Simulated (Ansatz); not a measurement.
An Ansatz (a first-principles code) input (Ansatz LDA, no spin-orbit coupling):

Ansatz 0.2 input:
```yaml
crystal:
  lattice:
    - [4.1302148529, 0, 0]
    - [0, 4.1302148529, 0]
    - [2.0651074264, -2.0651074264, 2.8987081322]
  atoms:
    - { symbol: Hg, position: [0, 0, 0] }
    - { symbol: S, position: [0.75, 0.75, 0.5] }
basis: { ecutwfc: 420, ecutrho_ratio: 4, xc_grid: 2, fft_grid_basis: typed }
kpoints: { mp_grid: { grid: [10, 10, 10] } }
hamiltonian:
  xc: lda
  dispersion: none
  pseudopotentials: { kind: paw }
scf: { occupations: { method: fermi_dirac, width: 0.05 } }
relax: { f_tol: 0.005, max_steps: 50, cell: { stress_tol: 0.01, fix: [a, b, gamma] } }
output: { forces: true, stress: true }
checkpoint: { write: state.ck, write_every: 1000 }
```

Problem. Which symmetry and how many k-points will the program report, and about how many plane waves at Γ?

Solution. Space group I-4m2 (ITA 119) with 8 operations, k-points 102 of 1000, and 941 plane waves at Γ.

The cells carry an imposed strain or load. Stability against distortions was not tested. The final runs are not spin-polarised. The cell was made from HgS in the zinc blende structure (space group F-43m, No. 216) by this change: biaxial strain +0.50 %, plane normal [001], relaxed out of plane.
